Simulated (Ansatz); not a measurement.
A (4,0) BN nanotube has 16 atoms in a period of 4.268 Å, a mean diameter of 3.41 Å, and lies 516 meV/atom over the flat sheet relaxed at the same level.

Level of theory: PBE (plane waves to 420 eV, PAW; Ansatz, a quantum-chemistry and plane-wave program). Mesh 1×1×8. No spin polarisation. Isolated but for its images some 11 Å away. An idealised model, rolled from the flat sheet. Only distortions within the start's symmetry and period were free.

Question: Which bending rigidity of the sheet does this imply in the thin-plate picture?

Answer: A plate bent to radius R stores D/(2R²) an area. The area an atom is π × 3.41 × 4.268/16 = 2.86 Å², so the stored energy is 0.516/2.86 = 0.1804 eV/Å². With R = 1.705 Å, D = 2R² × 0.1804 = 1.0 eV. At this curvature the harmonic plate is a rough guide.
